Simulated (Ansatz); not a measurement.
Several settings converged on V3Pt (Pmm2, 8 atoms in the cell)

```yaml
crystal:
  lattice:
    - [4.77373, 0.00000, 0.00000]
    - [0.00000, 4.77373, 0.00000]
    - [0.00000, 0.00000, 4.77373]
  atoms:
    - { symbol: V, position: [0.00000, 0.75000, 0.50000] }
    - { symbol: V, position: [0.00000, 0.25000, 0.50000] }
    - { symbol: V, position: [0.76047, 0.50000, 0.00000] }
    - { symbol: V, position: [0.25000, 0.50000, 0.00000] }
    - { symbol: V, position: [0.50000, 0.00000, 0.75000] }
    - { symbol: V, position: [0.50000, 0.00000, 0.25000] }
    - { symbol: Pt, position: [0.00000, 0.00000, 0.00000] }
    - { symbol: Pt, position: [0.50000, 0.50000, 0.50000] }
```

Base method: PBEsol, default PAW files made with PBE (plane waves; Ansatz, a quantum-chemistry and plane-wave program).

Base settings: basis.ecutwfc = 420 eV; kpoints.mp_grid.grid = 3 3 3; hamiltonian.xc = pbesol; hamiltonian.pseudopotentials = {kind: paw} (the program's default PAW files); scf.occupations.method = fermi_dirac; scf.occupations.width = 0.1 eV.

The count of work is k-points × plane waves × bands × iterations; it is no time. 

**The cutoff for other potential files**

Level: DFT, PBEsol, plane waves, harder PAW files (source: ansatz) made with PBE.

In this ladder: hamiltonian.pseudopotentials = {kind: paw, source: ansatz}.

The second cell is the first with its lattice scaled by 0.98.

The mesh stays at the base's, so the ladder's end is converged at best in this setting alone.

The first pressure column holds Ansatz's estimate of the finite-basis (Pulay) stress, which hides part of the cutoff error; the other is without it.

Only quantities that move along the ladder and can be compared are tabulated.

| basis.ecutwfc | free energy less the last step's (meV/atom) | energy of the compressed cell less the first (meV/atom) | pressure (GPa) | pressure without the Pulay estimate (GPa) | largest difference of a force vector from the last step's (eV/Å) | count of work / last |
|---|---|---|---|---|---|---|
| 380 eV | 4289.63 | -18.25 | -9.91 | -223.14 | 0.552 | 0.096 |
| 460 eV | 1090.91 | 9.56 | -1.05 | -73.80 | 0.123 | 0.14 |
| 590 eV | 87.63 | 22.67 | -3.33 | -11.26 | 0.013 | 0.21 |
| 715 eV | 6.21 | 23.02 | -2.83 | -3.57 | 0.002 | 0.28 |
| 840 eV | 1.43 | 22.98 | -2.85 | -2.87 | 0.000 | 0.35 |
| 1010 eV | 1.25 | 22.97 | -2.85 | -2.85 | 0.000 | 0.47 |
| 1260 eV | 1.16 | 22.97 | -2.85 | -2.86 | 0.000 | 0.65 |
| 1680 eV | 0.00 | 22.96 | -2.85 | -2.87 | 0.000 | 1.0 |

Coarsest basis.ecutwfc that holds the forces within 0.005 eV/Å of the last step, with all finer ones: 715 eV, at 0.28 of the last step's count of work; the step before is off by 0.013 eV/Å.

State of the free energy at the end of the ladder: still drifting one way, by 1.3 meV/atom over the last two steps, so the last step is no safe reference.

Coarsest basis.ecutwfc that holds the energy of the compressed cell less the first within 0.2 meV/atom of the last step, with all finer ones: 715 eV, at 0.28 of the last step's count of work; the step before is off by 0.29 meV/atom.

At the lowest cutoff the pressure without the Pulay estimate lies 220 GPa under the last step's, the usual sign of Pulay stress in an incomplete plane-wave basis.

**The relaxed cell against the cutoff**

On V₃Pt (Pm-3n, 8 atoms in the cell): atoms on their sites.

In this ladder: relax = cell and atoms.

The mesh stays at the base's, so the ladder's end is converged at best in this setting alone.

Only quantities that move along the ladder and can be compared are tabulated.

```csv
basis.ecutwfc,relaxed volume (Å³/atom),relaxation steps
250 eV,13.636,13
295 eV,13.458,12
355 eV,13.434,6
420 eV,13.431,4
505 eV,13.429,4
630 eV,13.429,4
840 eV,13.429,4
```

Coarsest basis.ecutwfc that holds the relaxed volume within 0.013 Å³/atom of the last step, with all finer ones: 355 eV; the step before is off by 0.029 Å³/atom.

At the lowest cutoff the cell relaxes to a volume 1.5 % larger than at the highest. Ansatz relaxes on a stress corrected for the finite basis.

On the base run: the starting cell comes from a database of computed structures (which also holds hypothetical and non-ambient phases and stackings), without a prior relaxation at this level. Its lattice was rescaled by up to half a per cent. One atom was moved a little off its site on purpose. Spin polarisation is off. Without a gap this mesh is coarse (it stands for a supercell whose shortest vector is 14 Å).

Left out of this page: 1 run of the series failed or unconverged.

Keys are those of Ansatz 0.2.
